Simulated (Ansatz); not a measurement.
Pressure series in hypothetical diamond Mo

Take Mo in the diamond structure (space group Fd-3m, No. 227; a = 5.611 Å; a hypothetical phase, not in the database extracts checked) as the base.

Cell and atoms are relaxed at each pressure.

Level of theory: PBEsol (Ansatz, an electronic-structure program, PAW, scalar-relativistic without spin-orbit coupling).

| pressure (GPa) | volume per atom (Å³/atom) |
|---|---|
| -2 | 22.470 |
| -1 | ? |
| 0 | 22.077 |
| 0.3 | 22.021 |
| 0.7 | 21.948 |
| 1.5 | 21.805 |
| 3 | 21.550 |
| 7.5 | 20.862 |
| 10 | 20.525 |

Q: Fit the third-order Birch–Murnaghan form P(V) = (3B₀/2)[(V₀/V)^(7/3) − (V₀/V)^(5/3)]·[1 + (3/4)(B₀′ − 4)((V₀/V)^(2/3) − 1)] (squares taken in P) to the rows shown and predict the withheld row.

A: Least squares on the printed values gives V₀ = 22.077 Å³/atom, B₀ = 118 GPa, B₀′ = 4.2; this predicts 22.269 Å³/atom, and the run gives 22.270 Å³/atom, in agreement.

Load acts through the strain it causes; cell and atoms are relaxed under it. Whether these cells are dynamically stable was not tested. Competing high-pressure phases were not computed. The final runs are not spin-polarised.
